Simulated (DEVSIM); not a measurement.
Structure: Al/SiO2/p-InP capacitor, at 300 K.

Layer 1 from the left is SiO2, thickness (nm) 16.0. Layer 2 from the left is InP, thickness (nm) 1300, Na (cm⁻³) 2.3e17.

Metal gate on the left, work function 4.1 eV. Fixed charge at the semiconductor interface -3e11 cm⁻² (in units of +e); interface traps 2e12 cm⁻² eV⁻¹, uniform in energy, neutral level at 0.3 of the gap above the valence band.

Constants are typed, rounded textbook-type inputs, not results; the design itself was drawn at random and stands for no fabricated device. Values at 300 K.

SiO2: gap (eV) 9, affinity (eV) 0.9, permittivity 3.9. InP: gap (eV) 1.344, affinity (eV) 4.38, permittivity 12.5, Nc (cm⁻³) 5.7e17, Nv (cm⁻³) 1.1e19.

Model (solved in DEVSIM): 1D Poisson equation in equilibrium, Boltzmann statistics, complete ionisation; no quantum confinement or tunnelling. Metal contacts follow the ideal Schottky-Mott rule: no Fermi-level pinning, no interface dipoles.

**Question.** What does the simulation give for the flat-band voltage, the minimum of the low-frequency capacitance?

**Answer.** flat-band voltage -1.75 V; minimum of the low-frequency capacitance 0.147 μF/cm².
